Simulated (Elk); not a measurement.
A self-consistent single point of YSe (Fm-3m, 2 atoms in the cell) with Elk.

Level of theory: Elk 10.2.4 with PBEsol, spin-orbit coupling in second variation, all-electron FP-LAPW, Elk's shipped species files, APW+lo basis with extra local orbitals.

```
CELL_PARAMETERS angstrom
      0.00000     2.87839     2.87839
      2.87839     0.00000     2.87839
      2.87839     2.87839     0.00000
ATOMIC_POSITIONS crystal
  Y  0.50000 0.50000 0.50000
  Se 0.00000 0.00000 0.00000
```

Reference input (self-consistent single point, DFT, PBEsol, all-electron FP-LAPW, Elk's shipped species files, APW+lo basis with extra local orbitals): xctype = 22; rgkmax = 7.5; stype = 0; swidth = 0.00734986 Ha; ngridk = 8 8 8; tforce = true; gmaxvr = 18 1/bohr; lmaxapw = 10; lmaxo = 8; nxlo = 2; lorbcnd = true; lradstp = 2. This run's input differs from it in these lines:

```diff
@@ -5,2 +5,5 @@
   22
+
+spinorb
+  .true.
 
@@ -36,2 +39,5 @@
 
+nempty
+  10
+
 stype
```

The program printed (abridged):

```
│ Self-consistent loop started │
│ Loop number : 1 │
 total energy                :     -5820.24473170
 total moment                :   0.3698934646E-23 -0.2887615600E-23  0.3728652396E-25
│ Loop number : 2 │
 total energy                :     -5820.19118234
 total moment                :   0.6455031718E-24  0.1163225011E-23 -0.1161807430E-23
RMS change in Kohn-Sham potential (target) :   0.5784160434E-01 (  0.1000000000E-05)
Absolute change in total energy (target)   :   0.5354935958E-01 (  0.1000000000E-03)
│ Loop number : 3 │
 total energy                :     -5819.80955662
   [... lines left out ...]
 total energy                :     -5812.49204327
 total moment                :   0.1861391958E-24 -0.3313322721E-24 -0.3981069526E-23
RMS change in Kohn-Sham potential (target) :   0.2136806445E-06 (  0.1000000000E-05)
Absolute change in total energy (target)   :   0.5123384799E-03 (  0.1000000000E-03)
│ Loop number : 13 │
 total energy                :     -5812.49207728
 total moment                :   0.4175949443E-24 -0.1795201147E-23  0.5455475229E-23
RMS change in Kohn-Sham potential (target) :   0.3127387921E-07 (  0.1000000000E-05)
Absolute change in total energy (target)   :   0.9407128437E-04 (  0.1000000000E-03)
Convergence targets achieved

│ Loop number : 14 │

Energies :
 Fermi                       :     0.329763372420
 xc effective B-field        :    -0.660749579820E-11
 external B-field            :      0.00000000000
 total energy                :     -5812.49207650
 (external B-field energy excluded from total)

Density of states at Fermi energy :    35.84306016
 (states/Hartree/unit cell)

Estimated indirect band gap :   0.3535500919E-02
 from k-point      8 to k-point      2
Estimated direct band gap   :   0.5259180842E-02
 at k-point      2

Charges :
 core                        :    46.00000000
 valence                     :    27.00000000
 interstitial                :    3.518225457
 muffin-tins (core leakage)
  species :    1 (Y)
   atom    1                 :    36.84370523     (  0.9022912010E-05)
  species :    2 (Se)
   [... lines left out ...]
 total moment                :   0.2560869934E-23  0.1828537948E-23 -0.1741024491E-23
   [... lines left out ...]
   total force               :    -0.00000000   -0.00000000   -0.00000000
   total magnitude           :     0.00000000
 species :    2 (Se)
  atom :    1
   Hellmann-Feynman          :    -0.00000000   -0.00000000   -0.00000000
   IBS                       :     0.00000000    0.00000000    0.00000000
   total force               :     0.00000000    0.00000000    0.00000000
   total magnitude           :     0.00000000
```

The run converged in 14 iterations. The count includes the last loop, which Elk runs after its targets are met. 

The starting cell comes from a database of computed structures (which also holds hypothetical and non-ambient phases and stackings), without a prior relaxation at this level. Values depend on the basis (sphere radii, cutoffs, local orbitals), which need not be converged. The log's line on a gap gives a spacing of levels on this mesh, which the program prints for metals too.

Cost on one core of a shared machine: roughly 2 min.
